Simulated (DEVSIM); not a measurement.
Structure: Schottky contact on n-type Ge, at 300 K.

Layer 1 from the left is Ge, thickness (μm) 10.0, Nd (cm⁻³) 9.1e15, τn (s) 5.5e-5, τp (s) 5.5e-5. Layer 2 from the left is Ge, thickness (μm) 14.0, Nd (cm⁻³) 1.7e18, τn (s) 5.5e-5, τp (s) 5.5e-5.

Left contact: Schottky, work function 4.46 eV, emission velocity 2.9e6 cm/s. Right contact: ohmic. Voltage is applied to the left contact. Recombination: SRH at mid-gap, radiative. Mobility is μmin + (μ − μmin)/(1 + (N/Nref)^α).

Constants are typed, rounded textbook-type inputs, not results; the design itself was drawn at random and stands for no fabricated device. Values at 300 K.

Ge: gap (eV) 0.664, affinity (eV) 4, permittivity 16, Nc (cm⁻³) 1.04e19, Nv (cm⁻³) 6e18, μn (cm²/Vs) 3900, μp (cm²/Vs) 1900, μn,min 150, μp,min 100, Nref,n 2.6e17, Nref,p 4e17, αn 0.56, αp 0.6, B (cm³/s) 6.4e-14.

Model (solved in DEVSIM): 1D drift-diffusion, Boltzmann statistics, complete ionisation; no tunnelling, impact ionisation, image-force lowering or self-heating. Metal contacts follow the ideal Schottky-Mott rule: no Fermi-level pinning, no interface dipoles.

Q: What does the simulation give for the dark forward voltage at 1 A/cm², the potential step across the device at zero bias, the dark forward voltage at 100 A/cm²?

A: dark forward voltage at 1 A/cm² 0.067 V; potential step across the device at zero bias 0.413 V; dark forward voltage at 100 A/cm² 0.204 V.
